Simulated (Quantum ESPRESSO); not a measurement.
Band structure of MgCu₂O₃ (P4/mmm, 6 atoms in the cell).

```
CELL_PARAMETERS angstrom
      4.31658     0.00000     0.00000
      0.00000     4.31658     0.00000
      0.00000     0.00000     3.93647
ATOMIC_POSITIONS crystal
  Mg 0.00000 0.00000 0.00000
  Cu 0.00000 0.50000 0.50000
  Cu 0.50000 0.00000 0.50000
  O  0.00000 0.50000 0.00000
  O  0.50000 0.00000 0.00000
  O  0.00000 0.00000 0.50000
```

Method of the run: PBEsol, SSSP 1.1.2 efficiency (PBE) pseudopotentials (plane waves; Quantum ESPRESSO).

Settings: ecutwfc = 55 Ry; ecutrho = 440 Ry; occupations = smearing; smearing = fd; degauss = 0.0073499 Ry; input_dft = pbesol; K_POINTS = automatic 6 6 7 0 0 0; conv_thr = 1e-11 Ry.

The starting cell comes from a database of computed structures (which also holds hypothetical and non-ambient phases and stackings), without a prior relaxation at this level. Its lattice was rescaled by a random factor within 2.5 % of one. Spin polarisation is off, so a magnetic state, if there is one, cannot be reached. The run gives no clean gap (levels at the Fermi energy touch, overlap or are partly filled at this smearing), which alone does not show that the compound is a metal.

Levels in eV from the Fermi level, bands 26 to 33:
| point | 26 | 27 | 28 | 29 | 30 | 31 | 32 | 33 |
|---|---|---|---|---|---|---|---|---|
| Γ | -1.62 | -1.50 | -1.49 | -0.95 | -0.95 | 1.23 | 6.79 | 8.32 |
| X | -1.53 | -1.43 | -1.37 | -1.28 | -0.59 | 3.51 | 3.92 | 8.11 |
| M | -1.50 | -1.32 | -0.45 | -0.43 | -0.43 | 3.79 | 5.87 | 5.87 |
| Z | -0.75 | -0.75 | 0.01 | 0.09 | 0.09 | 5.10 | 6.73 | 7.32 |
| R | -0.75 | -0.66 | -0.23 | -0.15 | 1.30 | 4.67 | 6.32 | 7.28 |
| A | -0.58 | -0.30 | 0.39 | 1.35 | 1.35 | 2.18 | 6.82 | 8.32 |

Bands cross the Fermi level along this path, so the cell is metallic at this level.
